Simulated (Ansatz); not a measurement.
Results of LDA in Ansatz (PAW) for InAs (model structure, started from the BeO type, P4₂/mnm, No. 136, 8 atoms in the cell).

Numerical settings: plane-wave cutoff 520 eV, 6×6×8 k mesh (along the axes of the cell as run), Fermi–Dirac smearing 0.01 eV, scalar-relativistic PAW data made under PBE.

Cell (relaxed at this level):

```
CELL_PARAMETERS angstrom
      7.35719     0.00000     0.00000
      0.00000     7.35719     0.00000
      0.00000     0.00000     4.26708
ATOMIC_POSITIONS crystal
  In 0.32181 0.67819 0.00000
  In 0.67819 0.32181 0.00000
  In 0.82181 0.82181 0.50000
  In 0.17819 0.17819 0.50000
  As 0.31967 0.31967 0.00000
  As 0.68033 0.68033 0.00000
  As 0.18033 0.81967 0.50000
  As 0.81967 0.18033 0.50000
```

What does this level give for the bulk modulus?


- bulk modulus: 54.6 GPa

The run finds no gap.

Note: the bulk modulus is −V dP/dV from two relaxed cells at ±2 % in volume; the relaxation could raise the start's symmetry but not lower it, so the cell can be a saddle point.

Spin–orbit coupling is not included; it can open a gap where bands touch, and shift volumes and moduli.

Computed values are for the static lattice.

A model structure was made by putting elements into a prototype or built by hand; it is no filed structure, need not be a known phase, and can be a saddle point held by its symmetry.

Ansatz is a program for electronic structure.
